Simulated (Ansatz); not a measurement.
Start from Re in the hcp (Mg type) structure (space group P6_3/mmc, No. 194; a = 2.7519 Å, c = 4.4401 Å; relaxed with 0.1 eV smearing).

All numbers come from PBEsol in Ansatz (plane waves to 420 eV, PAW, spin-orbit coupling left out).

Base values:

The pressure is 0.0 GPa and the band gap is zero.

Modification: an isotropic linear strain of +2.50 %, atoms relaxed at fixed cell.

### Question
What happens to the energy relative to the base?

### Answer
The energy increases by 92 meV/atom.

### Question
Predict the new pressure.

### Answer
The pressure (mean of the normal stresses, compression positive) goes from zero to -24.5 GPa.

### Question
Estimate the effect on the band gap.

### Answer
The band gap stays zero.

Whether these cells are dynamically stable was not tested. The final runs are not spin-polarised.

Ansatz is a quantum-chemistry and plane-wave program.
